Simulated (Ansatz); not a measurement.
Start from Ba in the bcc (W type) structure (space group Im-3m, No. 229; relaxed with 0.1 eV smearing).

```
Ba
1.0
   -2.51206     2.51206     2.51206
    2.51206    -2.51206     2.51206
    2.51206     2.51206    -2.51206
Ba
1
Direct
  0.00000   0.00000   0.00000
```

Calculations: PBE (Ansatz, a quantum-chemistry and plane-wave program; PAW; 420 eV plane waves; spin-orbit coupling left out).

Before the change:

Pressure: 0.0 GPa
Band gap: zero

The change: the cell is scaled by 0.9850 in all directions, atoms relaxed at fixed cell.

Problem. How does this affect the energy relative to the base?

Solution. The energy goes up by 3.6 meV/atom.

Problem. Estimate the effect on the pressure.

Solution. The pressure goes from zero to 0.4 GPa.

Problem. How does this affect the band gap?

Solution. The band gap is still zero.

The cells carry an imposed strain or load. Stability against distortions was not tested.
